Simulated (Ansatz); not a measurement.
The reference is ZnCu in the CsCl type structure (space group Pm-3m, No. 221; a = 2.908 Å; relaxed with 0.1 eV smearing).

The values are results of Kohn–Sham DFT with the PBEsol functional, run in Ansatz (an electronic-structure program) with PAW and 420 eV plane waves, spin-orbit coupling left out, not measurements.

For the base:

The pressure is 0.0 GPa.

It is then changed as follows: every lattice vector is shortened by 2.55 %; the atoms relax in the strained cell.

Problem. What does the calculation give for the pressure after the change?

Solution. The pressure goes from zero to 12.8 GPa.

Problem. What happens to the energy relative to the base?

Solution. The energy rises by 34 meV/atom.

No phonon test of stability was made. The final runs are not spin-polarised.
